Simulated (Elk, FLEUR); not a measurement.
An Elk input for a self-consistent single point of HgS (F-43m, 2 atoms in the cell) (DFT, PBE, all-electron FP-LAPW, Elk's shipped species files, APW+lo basis with extra local orbitals):

```
tasks
  0

xctype
  20

tforce
  .true.

rgkmax
  7.5

gmaxvr
  18.0

lmaxapw
  10

lmaxo
  8

nxlo
  2

lorbcnd
  .true.

lradstp
  2

nrmtscf
  2.0

rmtscf
  0.9

lmaxi
  4

swidth
  0.000367493

maxscl
  100

scale
  7.81699322

avec
    0.0000000000    0.7071067812    0.7071067812
    0.7071067812    0.0000000000    0.7071067812
    0.7071067812    0.7071067812    0.0000000000

atoms
  2
  'Hg.in'
  1
  0.0000000000  0.0000000000  0.0000000000    0.0 0.0 0.0
  'S.in'
  1
  0.2500000000  0.2500000000  0.2500000000    0.0 0.0 0.0

ngridk
  5 5 5
```

Task: Give the FLEUR input for the same structure, mesh, smearing and functional.

Result: One input that does it (others would too):

Input of the input generator:

```
HgS
&input film=f /
0.0000000000 5.5274489145 5.5274489145
5.5274489145 -0.0000000000 5.5274489145
5.5274489145 5.5274489145 0.0000000000
1.0
1.0 1.0 1.0

2
80 0.0000000000 0.0000000000 0.0000000000
16 0.2500000000 0.2500000000 0.2500000000

&comp jspins=1 /
&kpt div1=5 div2=5 div3=5 /
&end /
```

```xml
<?xml version="1.0" encoding="UTF-8" standalone="no"?>
<fleurInput fleurInputVersion="0.39">
   <comment>
      HgS                                                                                                 
   </comment>
   <calculationSetup>
      <cutoffs Kmax="4.6" Gmax="16.1" GmaxXC="16.1" numbands="0"/>
      <scfLoop itmax="100" minDistance="0.00001" maxIterBroyd="40" imix="Anderson" alpha="0.05" precondParam="0.0" spinf="2.0"/>
      <coreElectrons ctail="T" frcor="F" kcrel="0" coretail_lmax="0"/>
      <xcFunctional name="pbe" relativisticCorrections="F"/>
      <magnetism jspins="1"/>
      <soc l_soc="F" theta="0.0" phi="0.0" spav="F"/>
      <expertModes spex="0" secvar="F"/>
      <geometryOptimization l_f="T" forcealpha="1.0" forcemix="BFGS" epsdisp="0.00001" epsforce="0.00001"/>
      <ldaU l_linMix="F" mixParam="0.05" spinf="1.0"/>
   </calculationSetup>
   <cell>
      <bzIntegration valenceElectrons="24.0" mode="hist" fermiSmearingEnergy="0.00036749">
         <kPointListSelection listName="default-1"/>
         <!-- k-points included here -->
         <xi:include xmlns:xi="http://www.w3.org/2001/XInclude" href="kpts.xml"> </xi:include>
      </bzIntegration>
      <!-- symmetry operations included here -->
      <xi:include xmlns:xi="http://www.w3.org/2001/XInclude" href="sym.xml"> </xi:include>
      <bulkLattice scale="1.0">
         <bravaisMatrix>
            <row-1>    0.0000000000000000     5.5274489144999999     5.5274489144999999</row-1>
            <row-2>    5.5274489144999999     0.0000000000000000     5.5274489144999999</row-2>
            <row-3>    5.5274489144999999     5.5274489144999999     0.0000000000000000</row-3>
         </bravaisMatrix>
      </bulkLattice>
   </cell>
   <atomSpecies>
      <species name="Mercury (Hg)" element="Hg" atomicNumber="80">
         <mtSphere radius="2.63" gridPoints="925" logIncrement="0.015"/>
         <atomicCutoffs lmax="10" lnonsphr="8"/>
         <electronConfig flipSpins="F">
            <coreConfig>(1s1/2) (2s1/2) (2p1/2) (2p3/2) (3s1/2) (3p1/2) (3p3/2) (4s1/2) (3d3/2) (3d5/2) (4p1/2) (4p3/2) (5s1/2) (4d3/2) (4d5/2) (4f5/2) (4f7/2)</coreConfig>
            <valenceConfig>(5p1/2) (5p3/2) (6s1/2) (5d3/2) (5d5/2)</valenceConfig>
         </electronConfig>
         <energyParameters s="6" p="6" d="5" f="5"/>
         <lo type="SCLO" l="1" n="5" eDeriv="0"/>
         <lo type="HELO" l="2" n="6" eDeriv="0"/>
      </species>
      <species name="Sulfur (S)" element="S" atomicNumber="16">
         <mtSphere radius="1.72" gridPoints="609" logIncrement="0.019"/>
         <atomicCutoffs lmax="8" lnonsphr="6"/>
         <electronConfig flipSpins="F">
            <coreConfig>(1s1/2) (2s1/2) (2p1/2) (2p3/2)</coreConfig>
            <valenceConfig>(3s1/2) (3p1/2) (3p3/2)</valenceConfig>
            <stateOccupation state="(3p1/2)" spinUp="0.6666666666667" spinDown="0.6666666666667"/>
            <stateOccupation state="(3p3/2)" spinUp="1.3333333333333" spinDown="1.3333333333333"/>
         </electronConfig>
         <energyParameters s="3" p="3" d="3" f="4"/>
      </species>
   </atomSpecies>
   <atomGroups>
      <atomGroup species="Mercury (Hg)">
         <relPos label="                   1">.0000000000 .0000000000 .0000000000</relPos>
         <force calculate="T" relaxXYZ="TTT"/>
      </atomGroup>
      <atomGroup species="Sulfur (S)">
         <relPos label="                   2">1.000/4.000 1.000/4.000 1.000/4.000</relPos>
         <force calculate="T" relaxXYZ="TTT"/>
      </atomGroup>
   </atomGroups>
   <output dos="F" band="F" slice="F">
      <checks vchk="F" cdinf="F"/>
      <bandDOS minEnergy="-.5*Htr" maxEnergy="0.5*Htr" sigma="0.015" storeEVData="T"/>
      <vacuumDOS vacdos="F" integ="F" star="F" nstars="0" locx1="0.0" locy1="0.0" locx2="0.0" locy2="0.0" nstm="0" tworkf="0.0"/>
      <unfoldingBand unfoldBand="F" supercellX="1" supercellY="1" supercellZ="1"/>
      <plotting iplot="0" polar="F">
         <plot TwoD="T" vec1="  1.0  0.0  0.0" vec2="  0.0  1.0  0.0" vec3="  0.0  0.0  1.0" zero="  0.0  0.0  0.0" file="plot"/>
      </plotting>
      <chargeDensitySlicing numkpt="0" minEigenval="0.0" maxEigenval="0.0" nnne="0" pallst="F"/>
      <specialOutput eonly="F"/>
      <magneticCircularDichroism mcd="F" energyLo="-10.0" energyUp="0.0"/>
   </output>
  <!-- We include the file relax.xml here to enable relaxations (see documentation) -->
  <xi:include xmlns:xi="http://www.w3.org/2001/XInclude" href="relax.xml"> <xi:fallback/> </xi:include>
</fleurInput>
```

Basis, cutoffs, solver keys and any potentials are the target program's own. This input uses DFT, PBE, all-electron FLAPW (FLEUR), scalar-relativistic valence.

The starting cell has typed, rounded lattice constants, without a prior relaxation at this level.
